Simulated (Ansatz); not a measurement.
The reference is Sr in the hcp (Mg type) structure (space group P6_3/mmc, No. 194; a = 4.190 Å, c = 6.886 Å).

All numbers come from PBEsol, PAW, 420 eV (Ansatz, an electronic-structure program; no SOC).

One change was made to it. Results:

```
quantity                base    after
-------------------  -------  -------
lattice parameter a  4.190 Å  3.599 Å
c/a ratio              1.643    1.552
```

**Question.** Name the change that was made.
(A) Sr → Mg
(B) Sr → Be
(C) Sr → Y

**Answer.** C, Sr → Y. For comparison, the lattice parameter a in the other runs: Sr → Mg gives 3.167 Å; Sr → Be gives 2.257 Å.

Whether these cells are dynamically stable was not tested. The final runs are not spin-polarised. This is not the structure that Sr has at room temperature and ambient pressure.
